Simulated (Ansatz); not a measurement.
A 16-atom cell of (V,Ta)N started in the rock salt structure, site fractions V 0.500, Ta 0.500, short-range order -0.17 in the first shell of the mixed sites (0 is random, a negative value favours unlike neighbours), space group Imma at the end, an ordered arrangement that its symmetry holds. The mixed sublattice has 8 sites.

The mixing enthalpy is taken against the end members in the rock salt type (which need not be the stable form of TaN), relaxed in the same cell and mesh, with VN and TaN held in the symmetric form, which may not be a minimum.

Computed with PBE (plane waves to 420 eV, PAW; Ansatz, a quantum-chemistry and plane-wave program). Scalar-relativistic, without spin–orbit coupling; the runs are not spin-polarised. Its k-point mesh 5×5×5, Fermi–Dirac width 0.05 eV.

| cell | energy at zero smearing (eV) |
|---|---|
| VN | -26386.890 |
| TaN | -82543.441 |
| TaVN2 | -54465.301 |

Q: Work out the mixing enthalpy per mixed site and the interaction parameter Ω of a regular solution.

A: With x = 4/8 of the second end member, ΔH = [-54465.301 − 4/8 × (-26386.890) − 4/8 × (-82543.441)] / 8 = -17 meV against the separate end members. Ω = ΔH / x(1 − x) = -68 meV.
